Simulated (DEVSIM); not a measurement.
Structure: Ru/SiON/n-Ge capacitor, at 450 K.

```
layer (left to right)  material  thickness (nm)  Nd (cm⁻³)
---------------------  --------  --------------  ---------
1                          SiON            3.60          -
2                            Ge            9900     3.6e15
```

Metal gate on the left, work function 4.7 eV. Fixed charge at the semiconductor interface -1.1e11 cm⁻² (in units of +e); no interface traps.

This is a model device: material constants are rounded textbook-type values typed into the input, and sizes, dopings and lifetimes were drawn at random. Values at 300 K; Nc and Nv go as T^1.5, mobilities as T to minus their exponent, the gap by Varshni's rule with the affinity fixed.

```tsv
parameter	SiON	Ge
gap (eV)	7	0.664
affinity (eV)	1.4	4
permittivity	5.5	16
Nc (cm⁻³)	-	1.04e19
Nv (cm⁻³)	-	6e18
Varshni α (eV/K)	-	0.000477
Varshni β (K)	-	235
```

Simulated with DEVSIM: 1D Poisson equation in equilibrium, Boltzmann statistics, complete ionisation; no quantum confinement or tunnelling. Metal contacts follow the ideal Schottky-Mott rule: no Fermi-level pinning, no interface dipoles.

Task: Tabulate band edges, carrier densities and field at 0.3 V on the gate.

Result: Energies count from the Fermi level of the right contact; mesh points crowd at the junctions.

```csv
x (μm),Ec (eV),Ev (eV),n (cm⁻³),p (cm⁻³),field (V/cm)
0.000,3.000,-4.000,< 1e2,< 1e2,-21000
0.001151,2.998,-4.003,< 1e2,< 1e2,-21000
0.002477,2.995,-4.005,< 1e2,< 1e2,-21000
0.003600,0.392,-0.211,7.7e14,4.8e16,-16000
0.005990,0.388,-0.215,8.7e14,4.3e16,-18000
0.01073,0.380,-0.224,1.1e15,3.4e16,-16000
0.02113,0.365,-0.239,1.6e15,2.3e16,-13000
0.05963,0.331,-0.272,3.7e15,9.9e15,-5800
0.1359,0.308,-0.295,6.8e15,5.5e15,-1400
0.3138,0.301,-0.302,8.1e15,4.6e15,-45
0.7049,0.301,-0.302,8.1e15,4.5e15,≈ 0
2.152,0.301,-0.302,8.1e15,4.5e15,≈ 0
4.954,0.301,-0.302,8.1e15,4.5e15,≈ 0
7.783,0.301,-0.302,8.1e15,4.5e15,≈ 0
9.211,0.301,-0.302,8.1e15,4.5e15,≈ 0
9.597,0.301,-0.302,8.1e15,4.5e15,≈ 0
9.773,0.301,-0.302,8.1e15,4.5e15,≈ 0
9.848,0.301,-0.302,8.1e15,4.5e15,≈ 0
9.886,0.301,-0.302,8.1e15,4.5e15,≈ 0
9.897,0.301,-0.302,8.1e15,4.5e15,≈ 0
9.901,0.301,-0.302,8.1e15,4.5e15,≈ 0
9.904,0.301,-0.302,8.1e15,4.5e15,≈ 0
```
